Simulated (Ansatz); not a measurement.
The reference is Mo in the bcc (W type) structure (space group Im-3m, No. 229; a = 3.151 Å; relaxed with 0.1 eV smearing). Axes: x, y, z lie along the cube axes.

Structures relaxed with r2SCAN in Ansatz (plane waves to 500 eV, PAW, scalar-relativistic without spin-orbit coupling), earlier PAW set.

Base:

Simulated powder pattern, Cu Kα1, λ = 1.54056 Å (kinematic, ideal powder, no thermal factors, no anomalous dispersion; the 8 strongest lines at most, above 2 %, up to 2θ = 90°):

```json
[
 {"2θ (°)": "40.45", "I/Imax (%)": "100", "hkl": "(110)"},
 {"2θ (°)": "58.53", "I/Imax (%)": "16", "hkl": "(200)"},
 {"2θ (°)": "73.56", "I/Imax (%)": "33", "hkl": "(211)"},
 {"2θ (°)": "87.48", "I/Imax (%)": "11", "hkl": "(220)"}
]
```

It is then changed as follows: biaxial strain −2.89 %, plane normal [001], relaxed out of plane (Cartesian); in-plane vectors clamped, the third vector and the atoms free.

After the change:

Simulated powder pattern, Cu Kα1, λ = 1.54056 Å (kinematic, ideal powder, no thermal factors, no anomalous dispersion; the 8 strongest lines at most, above 2 %, up to 2θ = 90°):

```csv
2θ (°),d (Å),I/Imax (%),hkl
40.65,2.218,100,(101)
41.71,2.164,46,(110)
57.20,1.609,8.9,(002)
60.45,1.530,15,(200)
73.24,1.291,17,(112)
75.41,1.259,31,(211)
88.00,1.109,11,(202)
```

The indices refer to the base's conventional cell; one index is shown for lines that coincide. The space group is now I4/mmm (No. 139).

No phonon test of stability was made. The final runs are not spin-polarised.

Ansatz is a quantum-chemistry and plane-wave program.
